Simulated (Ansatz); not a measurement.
The parent structure is TiC in the rock salt structure (space group Fm-3m, No. 225; a = 4.328 Å).

All numbers come from r2SCAN, PAW, 500 eV (Ansatz, a program for electronic structure; scalar-relativistic without spin-orbit coupling).

Before the change:

The lattice parameter a is 4.328 Å. The band gap is zero.

Modification: a hydrostatic pressure of 2.1 GPa.

Q: How does this affect the lattice parameter a?

A: The lattice parameter a decreases by 0.0113 Å to 4.316 Å.

Q: How does this affect the band gap?

A: The band gap stays zero.

Load acts through the strain it causes; cell and atoms are relaxed under it. Stability against distortions was not tested. The final runs are not spin-polarised.
